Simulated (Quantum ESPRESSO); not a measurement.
Habitual settings against a tight run: SbPbBrO₂ (I4mm, 5 atoms in the cell)

Self-consistent single point.

```
SbPbBrO2
1.0
   -1.91780     1.91780     6.34215
    1.91780    -1.91780     6.34215
    1.91780     1.91780    -6.34215
Sb Pb Br O
1 1 1 2
Direct
  0.32895   0.32895   0.00000
  0.63881   0.63881   0.00000
  0.99801   0.99801   0.00000
  0.75502   0.25502   0.50000
  0.25502   0.75502   0.50000
```

Method of the run: PBEsol, GBRV 1.5 ultrasoft (PBESOL) pseudopotentials (plane waves; Quantum ESPRESSO).

Base settings: ecutwfc = 40 Ry; ecutrho = 200 Ry; occupations = fixed; K_POINTS = automatic 8 8 8 0 0 0; nbnd = 28; conv_thr = 1e-10 Ry; mixing_beta = 0.7.

Tight run (finer mesh or higher cutoff; not a proven limit): ecutwfc: 40 Ry → 56 Ry; ecutrho: 200 Ry → 280 Ry; conv_thr: 1e-10 Ry → 7.3e-11 Ry; K_POINTS: automatic 8 8 8 0 0 0 → automatic 11 11 11 0 0 0. It gave top of the valence band (on the code's own zero) 8.86 eV; gap on the k-point mesh 1.37 eV; pressure 3.03 GPa; largest force (vector length) 0.717 eV/Å.

Quick runs, as changes from the base:
- A: the base itself
- B: ecutwfc: 40 Ry → 24 Ry; ecutrho: 200 Ry → 120 Ry; conv_thr: 1e-10 Ry → 7.3e-06 Ry; K_POINTS: automatic 8 8 8 0 0 0 → automatic 3 3 3 0 0 0
- C: ecutwfc: 40 Ry → 28 Ry; ecutrho: 200 Ry → 140 Ry; occupations: fixed → smearing; nbnd: 28 → default; conv_thr: 1e-10 Ry → 7.3e-05 Ry; K_POINTS: automatic 8 8 8 0 0 0 → automatic 4 4 4 0 0 0; smearing: default → marzari-vanderbilt; degauss: default → 0.036749 Ry
- D: occupations: fixed → smearing; nbnd: 28 → default; conv_thr: 1e-10 Ry → 7.3e-06 Ry; K_POINTS: automatic 8 8 8 0 0 0 → automatic 4 4 4 0 0 0; smearing: default → gaussian; degauss: default → 0.019992 Ry
- E: ecutwfc: 40 Ry → 20 Ry; ecutrho: 200 Ry → 100 Ry; occupations: fixed → smearing; nbnd: 28 → default; pseudopotentials: {Sb: sb_pbesol_v1.4.uspp.F.UPF, Pb: pb_pbesol_v1.uspp.F.UPF, Br: br_pbesol_v1.4.uspp.F.UPF, O: o_pbesol_v1.2.uspp.F.UPF} → {Sb: sb_lda_v1.4.uspp.F.UPF, Pb: pb_lda_v1.uspp.F.UPF, Br: br_lda_v1.4.uspp.F.UPF, O: o_lda_v1.2.uspp.F.UPF}; K_POINTS: automatic 8 8 8 0 0 0 → automatic 4 4 4 0 0 0; smearing: default → marzari-vanderbilt; degauss: default → 0.0147 Ry [LDA (PZ)]
- F: ecutwfc: 40 Ry → 20 Ry; ecutrho: 200 Ry → 100 Ry

Energies are extrapolated to zero smearing width, which holds to low order in the width alone (under cold and Methfessel-Paxton smearing the free energy itself is taken).

Dashes: time of B, C, E, under 30 s; gap of C, no gap found; energy of E, another energy zero.

Gaps are read on each run's own mesh, which may miss the band edges.

† marks runs with another functional, U, potentials or spin treatment: their distance from the tight run is not a convergence error alone.

The count of work is k-points × plane waves × bands × iterations; it is no time. Core times come from one kind of shared machine and are given to one figure; runs under 30 s give none.

The starting cell comes from a database of computed structures (which also holds hypothetical and non-ambient phases and stackings), without a prior relaxation at this level. Its lattice was rescaled by a random factor within 2.5 % of one. Spin-orbit coupling is off. In the base run, with a pressure of about 3 GPa the cell is away from its equilibrium volume at this level.

```tsv
run	energy less tight (meV/atom)	pressure less tight (GPa)	largest miss in a force vector (eV/Å)	gap on the mesh less tight (eV)	count of work / tight	core time / tight (rough)
A	7.0	0.04	0.002	-0.018	0.26	0.2
B	1395.1	-66.51	0.071	0.169	0.0083	–
C	326.3	-20.64	0.091	–	0.020	–
D	8.3	0.01	0.041	0.072	0.040	0.05
E†	–	-194.27	0.794	-0.006	0.021	–
F	5179.5	-191.63	0.617	-0.071	0.093	0.08
```

Among the runs at the tight run's level, the energy misses run from 7.0 to 5179.5 meV/atom.
